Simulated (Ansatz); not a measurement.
# Effect of isotropic strain −0.50 % on TiC

The reference is TiC in the rock salt structure (space group Fm-3m, No. 225; a = 4.261 Å; relaxed with 0.1 eV smearing).

Perturbation: an isotropic linear strain of −0.50 %, atoms relaxed at fixed cell.

Computed with LDA in Ansatz (plane waves to 420 eV, PAW, spin-orbit coupling left out). Γ-centred 23×23×23 mesh, Fermi–Dirac width 0.1 eV.

```json
[
 {"quantity": "volume per atom", "base": "9.67 Å³", "changed": "9.53 Å³", "shift": "-0.14 Å³"},
 {"quantity": "space group", "base": "Fm-3m (No. 225)", "changed": "Fm-3m (No. 225)", "shift": "–"},
 {"quantity": "shortest interatomic distance", "base": "2.130 Å", "changed": "2.120 Å", "shift": "-0.0107 Å"},
 {"quantity": "energy relative to the base (free energy F)", "base": "0 meV/atom", "changed": "+1.9 meV/atom", "shift": "+1.9 meV/atom"},
 {"quantity": "band gap", "base": "zero", "changed": "zero", "shift": "–"}
]
```

Cost of the whole job for the changed cell (relaxation, final SCF and bands): roughly 7 core-seconds.

No phonon test of stability was made. All final runs are without spin polarisation.

Ansatz is an electronic-structure program.
